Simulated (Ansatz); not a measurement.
**Ba$_{3}$As$_{2}$ (space group P-3m1, No. 164; a hypothetical phase, not in the database extracts checked)**

```cif
data_As2Ba3
_chemical_formula_sum 'As2 Ba3'
_space_group_name_H-M_alt 'P 1'
_space_group_IT_number 1
_cell_length_a 5.58279
_cell_length_b 5.58279
_cell_length_c 7.07630
_cell_angle_alpha 90.000
_cell_angle_beta 90.000
_cell_angle_gamma 120.000
loop_
_space_group_symop_operation_xyz
  'x, y, z'
loop_
_atom_site_label
_atom_site_type_symbol
_atom_site_fract_x
_atom_site_fract_y
_atom_site_fract_z
_atom_site_occupancy
As1 As 0.33333 0.66667 0.21625 1
As2 As 0.66667 0.33333 0.78375 1
Ba1 Ba 0.00000 0.00000 0.00000 1
Ba2 Ba 0.33333 0.66667 0.69595 1
Ba3 Ba 0.66667 0.33333 0.30405 1
```

All numbers come from r2SCAN (Ansatz, a quantum-chemistry and plane-wave program), without spin-orbit coupling. Γ-centred 7×7×5 mesh, Fermi–Dirac width 0.05 eV.

```json
{
 "volume_per_atom": "38.20 Å³",
 "density": "4.88 g/cm³",
 "band_gap": "0.59 eV, indirect, Γ → K",
 "electron_mass": "0.41 mₑ",
 "hole_mass": "0.18 mₑ along c, 1.0 mₑ across",
 "Lowest conduction-band minima above the VBM": "K (1/3, 1/3, 0) 0.59 eV; Γ 1.21 eV",
 "total_energy": "-5525.826 eV/atom (σ→0; compares only within this code and set-up)"
}
```

Effective masses come from finite differences of ±0.01 Å⁻¹. Gaps are read on the SCF mesh and a high-symmetry path. Whether these cells are dynamically stable was not tested.
